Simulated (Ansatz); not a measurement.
Functionals compared on the (100) surface of fluorite-type CoSi2 in its 1x1 cell (cut with top plane Co, bottom plane 2 Si), outermost plane spacing 1.34 Å in the ideal cut, in Ansatz (plane waves, PAW). The structure was relaxed with PBE; the other rows are single points on it, each with its references at the same level. Cutoff 420 eV (500 eV for r2SCAN). The surface energy is the mean of two unlike faces.

Slab: 15 atoms, Co5Si10, 12.1 Å thick at the start; k 10x10x1, smearing 0.1 eV, dipole-corrected; all atoms relaxed; start symmetry kept, larger cells not searched; no spin (magnetic order not tried), no spin-orbit, no U. These notes are the PBE run's.

```csv
functional,surface energy (J/m²),work function of the top face (eV),rough cost of the single point
PBE,2.30,3.95,–
LDA,2.73,4.29,very roughly 100 core-seconds
PBEsol,2.61,4.03,about 100 core-seconds (a rough figure)
RPBE,2.11,3.78,about 90 core-seconds (a rough figure)
r2SCAN,2.60,3.92,around 2.7 core-minutes (rough)
```

Ansatz is a first-principles code.
